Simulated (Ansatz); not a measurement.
Base system: MgTe in the wurtzite structure (space group P6_3mc, No. 186; a = 4.561 Å, c = 7.413 Å). Axes: x lies along a and z along c of the hexagonal cell.

Perturbation: uniaxial stress, 2 GPa compression along z, with the cell and atoms free to relax against it.

Levels (all Ansatz, an electronic-structure program, PAW, earlier PAW set): PBEsol (420 eV, no SOC); PBEsol+SOC (420 eV, with spin-orbit coupling).

The geometry is relaxed with PBEsol.

- PBEsol gap character: direct at Γ
- PBEsol valence-band top at Γ: 0.00, -0.50, -0.50 eV
- PBEsol pressure: 0.67 GPa
- PBEsol band gap: 2.07 eV

Predict the gap character, valence-band top at Γ, pressure and band gap from PBEsol+SOC.

The gap character remains direct at Γ; the valence-band top at Γ (three highest Kramers pairs, from the VBM) goes from 0.00, -0.50, -0.50 eV to 0.00, -0.39, -1.10 eV; the pressure is nearly the same (0.67 GPa against 0.69 GPa); the band gap falls by 0.16 eV (2.07 eV → 1.91 eV).

Single points use the geometry relaxed with PBEsol. Differences between runs with and without spin-orbit coupling are approximate. Spin-orbit coupling, missing from the scalar runs, can matter with Te. Load acts through the strain it causes; cell and atoms are relaxed under it. Stability under load was not tested beyond the relaxation.
